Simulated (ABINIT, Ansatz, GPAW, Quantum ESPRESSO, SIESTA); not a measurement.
## Code comparison for Mg3Re (P6_3/mmc, 8 atoms in the cell)

Self-consistent single point.

```yaml
crystal:
  lattice:
    - [5.90966, 0.00000, 0.00000]
    - [-2.95483, 5.11792, 0.00000]
    - [0.00000, 0.00000, 4.81478]
  atoms:
    - { symbol: Mg, position: [0.34922, 0.17461, 0.75000] }
    - { symbol: Mg, position: [0.65078, 0.82539, 0.25000] }
    - { symbol: Mg, position: [0.17461, 0.34922, 0.25000] }
    - { symbol: Mg, position: [0.82539, 0.65078, 0.75000] }
    - { symbol: Mg, position: [0.82539, 0.17461, 0.75000] }
    - { symbol: Mg, position: [0.17461, 0.82539, 0.25000] }
    - { symbol: Re, position: [0.33333, 0.66667, 0.75000], spin: 1.0 }
    - { symbol: Re, position: [0.66667, 0.33333, 0.25000], spin: 1.0 }
```
(The spins are starting values, not results.)

All programs got the same cell, k-point mesh and kind of occupations, and the same starting moments (in Ansatz's words: kpoints.mp_grid.grid = 3 3 3; magnetization.spin_polarized = true; scf.occupations.method = fermi_dirac; scf.occupations.width = 0.05 eV); potentials, basis and cutoffs are each program's usual ones.

| code | model | pressure (GPa) | k-points | cutoff |
|---|---|---|---|---|
| Quantum ESPRESSO | PBEsol, GBRV 1.5 ultrasoft (PBESOL) pseudopotentials | -3.20 | 6 | 40 Ry |
| GPAW | PBEsol, GPAW PAW datasets PBEsol (made by gpaw-setup) | -2.95 | 6 | 850 eV |
| SIESTA | GGA PBEsol, numerical atomic orbitals TZP, PseudoDojo PBEsol standard norm-conserving potentials (rewritten from UPF to PSML) | -1.85 | 14 | grid 350 Ry |
| Ansatz | PBEsol, PAW files made with PBE | -3.04 | 6 | default |
| ABINIT | PBEsol, norm-conserving pseudopotentials (PseudoDojo nc-sr-04 PBEsol standard) | -2.97 | 6 | 1143 eV |

The spread over the programs that give each value: pressure within 1.35 GPa.

The starting cell comes from a database of computed structures (which also holds hypothetical and non-ambient phases and stackings), without a prior relaxation at this level. On Ansatz's run: Spin-orbit coupling is off. The starting moments vanished: the run ended non-magnetic. The program warned that a starting moment was not kept. In the base run, with a pressure of about -3 GPa the cell is away from its equilibrium volume at this level. Without a gap this mesh is coarse (it stands for a supercell whose shortest vector is 14 Å).

### Question
Why do the programs differ, and what cannot be compared?

### Answer
Differences of this kind can come from the potentials, where these differ, and from what each basis and cutoff leave unconverged. The valence holds different numbers of electrons (Quantum ESPRESSO 90, GPAW 86, SIESTA 90, Ansatz (a first-principles code) 90, ABINIT 90). The zero of total energies and Fermi levels follows the potentials and each program's conventions, so they are not compared here. SIESTA uses small atom-centred bases, whose incompleteness enters pressures, forces and empty levels differently from a plane-wave cutoff. Ansatz's pressure is given at a fixed set of plane waves, as the other plane-wave codes print theirs. The programs reduce the same mesh by symmetry to different extents, which changes the work and not the result. In the pressure, SIESTA (by 1.16) lies more than 1 GPa from the median of the plane-wave programs. In the force vectors, SIESTA (by 0.118) lies more than 0.08 eV/Å from the median of the plane-wave programs.

The shared mesh is coarse (it stands for a supercell whose shortest vector is 14 Å), so the values are not converged in it.

Left out of this page: Elk (stopped by limits of time or memory); FLEUR (not drawn, or without a comparable value).

Keys are those of Ansatz 0.2.
